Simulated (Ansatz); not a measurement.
Start from ZnS in the zinc blende structure (space group F-43m, No. 216; a = 5.3567 Å). Axes: x, y, z lie along the cube axes.

Method: PBEsol, PAW, 420 eV (Ansatz, a quantum-chemistry and plane-wave program; without spin-orbit coupling).

Base values:

The valley order is Γ 2.09 eV; X along ⟨100⟩ 3.17 eV; L along ⟨111⟩ 3.24 eV and the pressure is -0.01 GPa.

Perturbation: biaxial strain +1.12 %, plane normal [001], relaxed out of plane (Cartesian); in-plane vectors clamped, the third vector and the atoms free.

Problem. Estimate the effect on the out-of-plane strain, valley order and pressure.

Solution. The out-of-plane strain is -1.38 %; the valley order (the lowest conduction-band minima on the path, energy above the VBM, named in the base's zone) becomes Γ 1.99 eV; X along [001] 3.05 eV; L along [1-1-1] 3.15 eV; X along [100] 3.18 eV (base: Γ 2.09 eV; X along ⟨100⟩ 3.17 eV; L along ⟨111⟩ 3.24 eV); the pressure (mean of the normal stresses, compression positive) shrinks by 0.67 GPa, from -0.01 GPa to -0.68 GPa.

The levels and masses belong to the bands next to the band gap. Whether these cells are dynamically stable was not tested.
